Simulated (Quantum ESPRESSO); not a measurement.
Worked example: self-consistent single point of LaAlH₆ (R-3m, 8 atoms in the cell) in Quantum ESPRESSO.

Method: PBEsol, GBRV 1.5 ultrasoft (PBESOL) pseudopotentials (plane waves; Quantum ESPRESSO).

The change in words: lattice scaled by 0.98. Reference geometry:
```
CELL_PARAMETERS angstrom
      3.27429     1.89041     2.10762
     -3.27429     1.89041     2.10762
      0.00000    -3.78082     2.10762
ATOMIC_POSITIONS crystal
  La 0.50000 0.50000 0.50000
  Al 0.00000 0.00000 0.00000
  H  0.93995 0.29183 0.29183
  H  0.06005 0.70817 0.70817
  H  0.29183 0.93995 0.29183
  H  0.70817 0.06005 0.70817
  H  0.29183 0.29183 0.93995
  H  0.70817 0.70817 0.06005
```

Reference input (self-consistent single point, DFT, PBEsol, plane waves, GBRV 1.5 ultrasoft (PBESOL) pseudopotentials): ecutwfc = 40 Ry; ecutrho = 200 Ry; occupations = fixed; potentials = {La: la_pbesol_v1.uspp.F.UPF, Al: al_pbesol_v1.uspp.F.UPF, H: h_pbesol_v1.4.uspp.F.UPF}; K_POINTS = automatic 6 6 6 0 0 0; nbnd = 14; conv_thr = 1e-10 Ry; mixing_beta = 0.5. This run's input differs from it in these lines:

```diff
@@ -37,5 +37,5 @@
 CELL_PARAMETERS {angstrom}
-   3.274289816     1.890412106     2.107616000
-  -3.274289816     1.890412106     2.107616000
-   0.000000000    -3.780824213     2.107616000
+   3.208804127     1.852603927     2.065464000
+  -3.208804127     1.852603927     2.065464000
+   0.000000000    -3.705207853     2.065464000
```

The program printed (abridged):

```
     Self-consistent Calculation

     iteration #  1     ecut=    40.00 Ry     beta= 0.50

     negative rho (up, down):  6.983E-02 0.000E+00

     total energy              =    -115.94482395 Ry
     estimated scf accuracy    <       0.32400561 Ry

     iteration #  2     ecut=    40.00 Ry     beta= 0.50

     negative rho (up, down):  6.214E-02 0.000E+00

     total energy              =    -115.94929112 Ry
     estimated scf accuracy    <       0.03929308 Ry

     iteration #  3     ecut=    40.00 Ry     beta= 0.50

     negative rho (up, down):  6.035E-02 0.000E+00

     total energy              =    -115.95919350 Ry
     estimated scf accuracy    <       0.00621279 Ry

   [... 12 blocks of this kind left out ...]

     iteration # 16     ecut=    40.00 Ry     beta= 0.50

     negative rho (up, down):  5.528E-02 0.000E+00

     total energy              =    -115.95873903 Ry
     estimated scf accuracy    <          1.1E-10 Ry

     iteration # 17     ecut=    40.00 Ry     beta= 0.50

     negative rho (up, down):  5.528E-02 0.000E+00
     End of self-consistent calculation

     highest occupied, lowest unoccupied level (ev):     5.9271    8.2487

!    total energy              =    -115.95873903 Ry
     estimated scf accuracy    <          2.0E-11 Ry

     convergence has been achieved in  17 iterations

     negative rho (up, down):  5.528E-02 0.000E+00

     Forces acting on atoms (cartesian axes, Ry/au):

     atom    1 type  1   force =     0.00000000   -0.00000000   -0.00000000
     atom    2 type  2   force =     0.00000000   -0.00000000   -0.00000000
     atom    3 type  3   force =    -0.00924292   -0.00533640    0.00882755
     atom    4 type  3   force =     0.00924292    0.00533640   -0.00882755
     atom    5 type  3   force =     0.00924292   -0.00533640    0.00882755
     atom    6 type  3   force =    -0.00924292    0.00533640   -0.00882755
   [... lines left out ...]
     Total force =     0.033926     Total SCF correction =     0.000002
   [... lines left out ...]

     negative rho (up, down):  5.528E-02 0.000E+00
          total   stress  (Ry/bohr**3)                   (kbar)     P=       24.92
   0.00012343   0.00000000   0.00000000           18.16        0.00        0.00
   0.00000000   0.00012343  -0.00000000            0.00       18.16       -0.00
  -0.00000000  -0.00000000   0.00026141           -0.00       -0.00       38.46

   JOB DONE.
```

The run converged in 17 iterations. Against the reference run the free energy stays essentially unchanged (within 1 meV/atom), the pressure goes from -2.28 to 2.49 GPa, the largest force goes from 0.193 to 0.356 eV/Å and the gap on the mesh goes from 2.247 to 2.322 eV.

The starting cell comes from a database of computed structures (which also holds hypothetical and non-ambient phases and stackings), without a prior relaxation at this level. Its lattice was rescaled by a random factor within 2.5 % of one. For this run, on top of that: lattice scaled by 0.98.

Cost on one core of a shared machine: roughly 70 s.
